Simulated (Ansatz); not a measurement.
Total g(r) from a molecular-dynamics run [in the run: one k-point, which a denser mesh shifts by 0.5 GPa in pressure and 0.10 eV/Å in forces]. Computed with PBE (plane waves, PAW; Ansatz, a program for electronic structure).

(r (Å), g(r)): (1.02, 0.00); (1.14, 0.00); (1.26, 0.00); (1.38, 0.00); (1.50, 0.00); (1.62, 0.00); (1.74, 0.00); (1.86, 0.00); (1.98, 0.00); (2.10, 0.00); (2.22, 0.00); (2.34, 0.00); (2.46, 0.00); (2.58, 0.97); (2.70, 7.76); (2.82, 2.41); (2.94, 0.05); (3.06, 2.25); (3.18, 3.90); (3.30, 0.10); (3.42, 0.00); (3.54, 0.00); (3.66, 0.00); (3.78, 0.00); (3.90, 0.00); (4.02, 0.00); (4.14, 0.00); (4.26, 0.15); (4.38, 3.16); (4.50, 2.85); (4.62, 0.12)

Question: Which system gave this curve?
A. InP (zinc blende), crystal, 680 K
B. Mo (bcc), crystal, 287 K, 6.9 GPa
C. GaSi15, liquid, 2072 K
D. CoSi (B20 type), crystal, 297 K, 6.9 GPa

Answer: B, Mo (bcc), crystal, 287 K, 6.9 GPa
